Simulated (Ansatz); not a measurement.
**L1₀ (CuAu-type) PdMn**

Level of theory: LDA (plane waves, PAW; Ansatz, a program for electronic structure).

Settings: plane-wave cutoff 500 eV, 18×18×16 k mesh (along the axes of the cell as run), Fermi–Dirac smearing 0.1 eV, spin-polarised start, scalar-relativistic PAW data made under PBE.

Cell: relaxed at this level.

For L1₀ (CuAu-type) PdMn, the equilibrium volume per atom comes out as 13.80 Å³/atom. The equilibrium lattice constant a is 2.861 Å. The c axis length comes out as 3.373 Å and the band gap is none.

Note: the magnetic order was assumed, not searched for or taken from measurement; the volume lies 7 % below that of the published cell.

Spin–orbit coupling is not included.
